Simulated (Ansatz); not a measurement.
This Ansatz (a first-principles code) input is the reference run, Ga₂O₃ in the corundum structure (space group R-3c, No. 167), computed with LDA in Ansatz (plane waves to 420 eV, PAW, no SOC):

Ansatz 0.2 input:
```yaml
crystal:
  lattice:
    - [2.4749702422, 1.4289247356, 4.4352510273]
    - [-2.4749702422, 1.4289247356, 4.4352510273]
    - [0, -2.8578494711, 4.4352510273]
  atoms:
    - { symbol: Ga, position: [0.6442399113, 0.6442399113, 0.6442399113] }
    - { symbol: Ga, position: [0.1442399113, 0.1442399113, 0.1442399113] }
    - { symbol: Ga, position: [0.3557600887, 0.3557600887, 0.3557600887] }
    - { symbol: Ga, position: [0.8557600887, 0.8557600887, 0.8557600887] }
    - { symbol: O, position: [0.75, 0.4472092376, 0.0527907624] }
    - { symbol: O, position: [0.0527907624, 0.75, 0.4472092376] }
    - { symbol: O, position: [0.25, 0.5527907624, 0.9472092376] }
    - { symbol: O, position: [0.5527907624, 0.9472092376, 0.25] }
    - { symbol: O, position: [0.9472092376, 0.25, 0.5527907624] }
    - { symbol: O, position: [0.4472092376, 0.0527907624, 0.75] }
basis: { ecutwfc: 420, ecutrho_ratio: 4, xc_grid: 2, fft_grid_basis: typed }
kpoints: { mp_grid: { grid: [8, 8, 8] } }
hamiltonian:
  xc: lda
  dispersion: none
  pseudopotentials: { kind: paw }
scf: { occupations: { method: fermi_dirac, width: 0.05 }, convergence: { dr2_threshold: 0.000000001 } }
output: { forces: true, stress: true }
checkpoint: { write: state.ck, write_every: 1000 }
```

### Question
Write the input for this change: uniaxial strain ε_zz = +0.75 %, all other strain components held at zero; the atoms relax in the strained cell.

### Answer
Ansatz 0.2 input:
```yaml
crystal:
  lattice:
    - [2.4749702422, 1.4289247356, 4.46851541]
    - [-2.4749702422, 1.4289247356, 4.46851541]
    - [0, -2.8578494711, 4.46851541]
  atoms:
    - { symbol: Ga, position: [0.6442399113, 0.6442399113, 0.6442399113] }
    - { symbol: Ga, position: [0.1442399113, 0.1442399113, 0.1442399113] }
    - { symbol: Ga, position: [0.3557600887, 0.3557600887, 0.3557600887] }
    - { symbol: Ga, position: [0.8557600887, 0.8557600887, 0.8557600887] }
    - { symbol: O, position: [0.75, 0.4472092376, 0.0527907624] }
    - { symbol: O, position: [0.0527907624, 0.75, 0.4472092376] }
    - { symbol: O, position: [0.25, 0.5527907624, 0.9472092376] }
    - { symbol: O, position: [0.5527907624, 0.9472092376, 0.25] }
    - { symbol: O, position: [0.9472092376, 0.25, 0.5527907624] }
    - { symbol: O, position: [0.4472092376, 0.0527907624, 0.75] }
basis: { ecutwfc: 420, ecutrho_ratio: 4, xc_grid: 2, fft_grid_basis: typed }
kpoints: { mp_grid: { grid: [8, 8, 8] } }
hamiltonian:
  xc: lda
  dispersion: none
  pseudopotentials: { kind: paw }
scf: { occupations: { method: fermi_dirac, width: 0.05 }, convergence: { dr2_threshold: 0.000000001 } }
relax: { f_tol: 0.005, max_steps: 50 }
output: { forces: true, stress: true }
checkpoint: { write: state.ck, write_every: 1000 }
```
This is the input that was run.

Whether these cells are dynamically stable was not tested.
